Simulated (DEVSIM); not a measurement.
Structure: W/HfO2/SiO2/n-Si capacitor, at 300 K.

Layer 1 from the left is HfO2, thickness (nm) 4.20. Layer 2 from the left is SiO2, thickness (nm) 0.940. Layer 3 from the left is Si, thickness (nm) 10000, Nd (cm⁻³) 3.3e15.

Metal gate on the left, work function 4.6 eV. Fixed charge at the semiconductor interface 3e11 cm⁻² (in units of +e); no interface traps.

Constants are typed, rounded textbook-type inputs, not results; the design itself was drawn at random and stands for no fabricated device. Values at 300 K.

HfO2: gap (eV) 5.7, affinity (eV) 2.5, permittivity 22. SiO2: gap (eV) 9, affinity (eV) 0.9, permittivity 3.9. Si: gap (eV) 1.124, affinity (eV) 4.05, permittivity 11.7, Nc (cm⁻³) 2.86e19, Nv (cm⁻³) 3.1e19.

Problem. Estimate by hand the flat-band voltage, the threshold voltage, and compare with a numerical solution.

Solution. 
- Flat-band voltage: C = 2.05 μF/cm², work-function difference 0.316 V; VFB = φms − qNf/C = 0.29 V; numerical 0.29 V.
- Threshold voltage: φF = 0.327 V, depletion charge √(4εqNφF) = 2.67e-8 C/cm²; VT = VFB − 2φF − Qd/C = -0.37 V; numerical -0.37 V.

DEVSIM, 1D Poisson equation in equilibrium, Boltzmann statistics, complete ionisation; no quantum confinement or tunnelling. Metal contacts follow the ideal Schottky-Mott rule: no Fermi-level pinning, no interface dipoles.
